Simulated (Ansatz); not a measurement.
```
CELL_PARAMETERS angstrom
     22.00000     0.00000     0.00000
      0.00000    22.00000     0.00000
      0.00000     0.00000     6.22419
ATOMIC_POSITIONS crystal
  As 0.68514 0.50000 0.66632
  As 0.72964 0.59512 0.83368
  As 0.74856 0.50000 0.33368
  As 0.63091 0.63091 0.66632
  As 0.59512 0.72964 0.83368
  As 0.67105 0.57085 0.16632
  As 0.67576 0.67576 0.33368
  As 0.50000 0.68514 0.66632
  As 0.40488 0.72964 0.83368
  As 0.57085 0.67105 0.16632
  As 0.50000 0.74856 0.33368
  As 0.36909 0.63091 0.66632
  As 0.27036 0.59512 0.83368
  As 0.42915 0.67105 0.16632
  As 0.32424 0.67576 0.33368
  As 0.31486 0.50000 0.66632
  As 0.27036 0.40488 0.83368
  As 0.32895 0.57085 0.16632
  As 0.25144 0.50000 0.33368
  As 0.36909 0.36909 0.66632
  As 0.40488 0.27036 0.83368
  As 0.32895 0.42915 0.16632
  As 0.32424 0.32424 0.33368
  As 0.50000 0.31486 0.66632
  As 0.59512 0.27036 0.83368
  As 0.42915 0.32895 0.16632
  As 0.50000 0.25144 0.33368
  As 0.63091 0.36909 0.66632
  As 0.72964 0.40488 0.83368
  As 0.57085 0.32895 0.16632
  As 0.67576 0.32424 0.33368
  As 0.67105 0.42915 0.16632
```

All values below come from PBE (plane waves to 420 eV, PAW; Ansatz, a first-principles code). Mesh 1×1×6. No spin polarisation. It repeats along c; a and b span vacuum. A hypothetical model, rolled from the flat sheet. Symmetry and one short period hold its shape; lower forms weren't sought. Values not marked SOC lack spin–orbit coupling.

Question: Tabulate the two highest filled and two lowest empty levels along the axis, from the valence top.

Answer: 
| k (2π/c) | v2 (eV) | v1 (eV) | c1 (eV) | c2 (eV) |
|---|---|---|---|---|
| 0.000 | 0.00 | 0.00 | 1.89 | 1.92 |
| 0.042 | -0.01 | -0.01 | 1.88 | 1.97 |
| 0.083 | -0.03 | -0.03 | 1.86 | 2.08 |
| 0.125 | -0.07 | -0.07 | 1.83 | 2.20 |
| 0.167 | -0.10 | -0.10 | 1.80 | 2.09 |
| 0.208 | -0.11 | -0.11 | 1.76 | 1.92 |
| 0.250 | -0.13 | -0.13 | 1.72 | 1.81 |
| 0.292 | -0.14 | -0.14 | 1.68 | 1.78 |
| 0.333 | -0.16 | -0.16 | 1.65 | 1.82 |
| 0.375 | -0.18 | -0.18 | 1.63 | 1.89 |
| 0.417 | -0.21 | -0.21 | 1.62 | 1.82 |
| 0.458 | -0.25 | -0.25 | 1.64 | 1.74 |
| 0.500 | -0.30 | -0.30 | 1.68 | 1.68 |
